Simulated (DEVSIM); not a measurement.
Structure: abrupt In0.53Ga0.47As p-n junction, at 300 K.

```
layer (left to right)        material  thickness (μm)  Nd (cm⁻³)  Na (cm⁻³)  τn (s)  τp (s)
---------------------  --------------  --------------  ---------  ---------  ------  ------
1                      In0.53Ga0.47As          0.0440          -     1.3e16  5.7e-9  5.7e-9
2                      In0.53Ga0.47As            2.90       5e16          -  5.7e-9  5.7e-9
```

Left contact: ohmic. Right contact: ohmic. Voltage is applied to the left contact. Recombination: SRH at mid-gap, radiative, Auger. Mobility is μmin + (μ − μmin)/(1 + (N/Nref)^α).

Constants are typed, rounded textbook-type inputs, not results; the design itself was drawn at random and stands for no fabricated device. Values at 300 K.

| parameter | In0.53Ga0.47As |
|---|---|
| gap (eV) | 0.74 |
| affinity (eV) | 4.51 |
| permittivity | 13.9 |
| Nc (cm⁻³) | 2.1e17 |
| Nv (cm⁻³) | 7.7e18 |
| μn (cm²/Vs) | 12000 |
| μp (cm²/Vs) | 300 |
| μn,min | 300 |
| μp,min | 10 |
| Nref,n | 1.3e17 |
| Nref,p | 4.9e17 |
| αn | 0.48 |
| αp | 0.4 |
| B (cm³/s) | 9.6e-11 |
| Cn (cm⁶/s) | 5e-29 |
| Cp (cm⁶/s) | 5e-29 |

Model (solved in DEVSIM): 1D drift-diffusion, Boltzmann statistics, complete ionisation; no tunnelling, impact ionisation, image-force lowering or self-heating.

### Question
Tabulate band edges, carrier densities and field at zero bias.

### Answer
Energies count from the Fermi level of the right contact; mesh points crowd at the junctions.

```json
[
 {"x (μm)": "0.000", "Ec (eV)": "0.575", "Ev (eV)": "-0.165", "n (cm⁻³)": "4.6e7", "p (cm⁻³)": "1.3e16", "field (V/cm)": "-53000"},
 {"x (μm)": "0.01069", "Ec (eV)": "0.518", "Ev (eV)": "-0.222", "n (cm⁻³)": "4.1e8", "p (cm⁻³)": "1.5e15", "field (V/cm)": "-54000"},
 {"x (μm)": "0.02074", "Ec (eV)": "0.464", "Ev (eV)": "-0.276", "n (cm⁻³)": "3.4e9", "p (cm⁻³)": "1.8e14", "field (V/cm)": "-55000"},
 {"x (μm)": "0.03010", "Ec (eV)": "0.411", "Ev (eV)": "-0.329", "n (cm⁻³)": "2.6e10", "p (cm⁻³)": "2.3e13", "field (V/cm)": "-57000"},
 {"x (μm)": "0.04400", "Ec (eV)": "0.330", "Ev (eV)": "-0.410", "n (cm⁻³)": "5.9e11", "p (cm⁻³)": "1.0e12", "field (V/cm)": "-59000"},
 {"x (μm)": "0.05755", "Ec (eV)": "0.256", "Ev (eV)": "-0.484", "n (cm⁻³)": "1.0e13", "p (cm⁻³)": "5.8e10", "field (V/cm)": "-50000"},
 {"x (μm)": "0.07863", "Ec (eV)": "0.165", "Ev (eV)": "-0.575", "n (cm⁻³)": "3.5e14", "p (cm⁻³)": "1.7e9", "field (V/cm)": "-37000"},
 {"x (μm)": "0.1274", "Ec (eV)": "0.059", "Ev (eV)": "-0.681", "n (cm⁻³)": "2.2e16", "p (cm⁻³)": "2.7e7", "field (V/cm)": "-9500"},
 {"x (μm)": "0.1872", "Ec (eV)": "0.038", "Ev (eV)": "-0.702", "n (cm⁻³)": "4.8e16", "p (cm⁻³)": "1.3e7", "field (V/cm)": "-620"},
 {"x (μm)": "0.2802", "Ec (eV)": "0.037", "Ev (eV)": "-0.703", "n (cm⁻³)": "5.0e16", "p (cm⁻³)": "1.2e7", "field (V/cm)": "≈ 0"},
 {"x (μm)": "0.4249", "Ec (eV)": "0.037", "Ev (eV)": "-0.703", "n (cm⁻³)": "5.0e16", "p (cm⁻³)": "1.2e7", "field (V/cm)": "≈ 0"},
 {"x (μm)": "0.7596", "Ec (eV)": "0.037", "Ev (eV)": "-0.703", "n (cm⁻³)": "5.0e16", "p (cm⁻³)": "1.2e7", "field (V/cm)": "≈ 0"},
 {"x (μm)": "1.170", "Ec (eV)": "0.037", "Ev (eV)": "-0.703", "n (cm⁻³)": "5.0e16", "p (cm⁻³)": "1.2e7", "field (V/cm)": "≈ 0"},
 {"x (μm)": "1.713", "Ec (eV)": "0.037", "Ev (eV)": "-0.703", "n (cm⁻³)": "5.0e16", "p (cm⁻³)": "1.2e7", "field (V/cm)": "≈ 0"},
 {"x (μm)": "2.252", "Ec (eV)": "0.037", "Ev (eV)": "-0.703", "n (cm⁻³)": "5.0e16", "p (cm⁻³)": "1.2e7", "field (V/cm)": "≈ 0"},
 {"x (μm)": "2.508", "Ec (eV)": "0.037", "Ev (eV)": "-0.703", "n (cm⁻³)": "5.0e16", "p (cm⁻³)": "1.2e7", "field (V/cm)": "≈ 0"},
 {"x (μm)": "2.672", "Ec (eV)": "0.037", "Ev (eV)": "-0.703", "n (cm⁻³)": "5.0e16", "p (cm⁻³)": "1.2e7", "field (V/cm)": "≈ 0"},
 {"x (μm)": "2.778", "Ec (eV)": "0.037", "Ev (eV)": "-0.703", "n (cm⁻³)": "5.0e16", "p (cm⁻³)": "1.2e7", "field (V/cm)": "≈ 0"},
 {"x (μm)": "2.864", "Ec (eV)": "0.037", "Ev (eV)": "-0.703", "n (cm⁻³)": "5.0e16", "p (cm⁻³)": "1.2e7", "field (V/cm)": "≈ 0"},
 {"x (μm)": "2.901", "Ec (eV)": "0.037", "Ev (eV)": "-0.703", "n (cm⁻³)": "5.0e16", "p (cm⁻³)": "1.2e7", "field (V/cm)": "≈ 0"},
 {"x (μm)": "2.925", "Ec (eV)": "0.037", "Ev (eV)": "-0.703", "n (cm⁻³)": "5.0e16", "p (cm⁻³)": "1.2e7", "field (V/cm)": "≈ 0"},
 {"x (μm)": "2.944", "Ec (eV)": "0.037", "Ev (eV)": "-0.703", "n (cm⁻³)": "5.0e16", "p (cm⁻³)": "1.2e7", "field (V/cm)": "≈ 0"}
]
```
